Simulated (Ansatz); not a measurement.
# The (100) surface of germanium in its 1x1 cell, relaxed from an ideal cut (the real face may reconstruct), outermost plane spacing 1.44 Å in the ideal cut, from a spin-polarised start

These are PBE (plane waves to 420 eV, PAW; Ansatz, a first-principles code) values and carry that method's errors.

Set-up: 9 atoms, 11.5 Å thick at the start; mesh 6x6x1; 0.025 eV smearing; dipole correction on; all atoms relaxed; start symmetry kept, larger cells not searched; spin-polarised from one start with parallel moments (other orders not tried), no spin-orbit, no U. The slab shows no gap over 0.04 eV on its mesh. The starting moment vanished.

```json
{
 "surface energy (mean of both faces)": "1.39 J/m²",
 "surface_energy_before_relaxation": "1.40 J/m²",
 "work_function_of_the_top_face": "5.03 eV",
 "energy_released_by_relaxation": "0.020 eV",
 "cost": "about 4 core-minutes (a rough figure)"
}
```
